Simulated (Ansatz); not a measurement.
CsCl-type FeAl: PBE at its full settings (plane-wave cutoff 520 eV, 18×18×18 k mesh, Fermi–Dirac smearing 0.05 eV, no spin polarisation, scalar-relativistic PAW data made under PBE) and at cheaper ones, in a cell of 2 atoms with Γ-centred meshes.

| level and setting | equilibrium lattice constant a (Å) | bulk modulus B0 (GPa) |
|---|---|---|
| PBE (Ansatz) | 2.869 | 180 |
| PBE (Γ point alone) (Ansatz) | 2.773 | 212 |
| PBE (2×2×2 k mesh) (Ansatz) | [?] | 181 |
| PBE (4×4×4 k mesh) (Ansatz) | 2.863 | 182 |
| PBE (6×6×6 k mesh) (Ansatz) | 2.869 | 180 |
| PBE (Fermi-Dirac smearing of 0.3 eV) (Ansatz) | 2.883 | 169 |

**Question.** Complete the blanks.

**Answer.** 
- PBE (2×2×2 k mesh) (Ansatz, a program for electronic structure), equilibrium lattice constant a (Å): 2.891

Largest shifts from the full settings: lattice constant a -3.35 % (PBE (Γ point alone)), against a difference of -1.41 % of the full result from the reference 2.910 Å (measured, room temperature, not corrected to a static lattice; as tabulated in Liu et al. (2023), doi:10.1107/s2414314623010659); bulk modulus +17.8 % (PBE (Γ point alone)), against a difference of +18.4 % of the full result from the reference 152 GPa (measured, room temperature, no zero-point or thermal correction; as tabulated in Yamada et al. (2019), arXiv:1910.09660).

Ansatz's density-functional and Hartree–Fock values are scalar-relativistic unless marked +SOC, with PAW data made under PBE.

Run with cheap settings on purpose, which may leave them unconverged: PBE (2×2×2 k mesh), PBE (4×4×4 k mesh), PBE (6×6×6 k mesh), PBE (Fermi-Dirac smearing of 0.3 eV), PBE (Γ point alone).
